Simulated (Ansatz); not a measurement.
Take MoS$_{2}$ (space group P6_3/mmc, No. 194; a = 3.109 Å, c = 11.709 Å; layered, stacked along the Cartesian z axis) as the base. Axes: x lies along a and z along c of the hexagonal cell.

Level of theory: PBEsol-D3(BJ) (Ansatz, a program for electronic structure), without spin-orbit coupling.

Strains are applied to the cell and any free atomic positions relax.

One change was made to it. Results:

The energy goes up by 0.7 meV/atom; the largest internal atomic displacement comes out as 0.029 Å; the valence-band top at Γ (three highest levels, from the VBM) is still 0.00, -0.96, -1.60 eV.

### Question
Which change produced these results?
A. tensor shear ε_xz = +1.67 %
B. tensor shear ε_xz = +2.00 %
C. tensor shear ε_xz = +1.00 %

### Answer
C, tensor shear ε_xz = +1.00 %. For comparison, the valence-band top at Γ in the other runs: tensor shear ε_xz = +2.00 % gives 0.00, -0.97, -1.62 eV; tensor shear ε_xz = +1.67 % gives 0.00, -0.96, -1.61 eV.

The levels and masses belong to the bands next to the band gap. Stability against distortions was not tested.
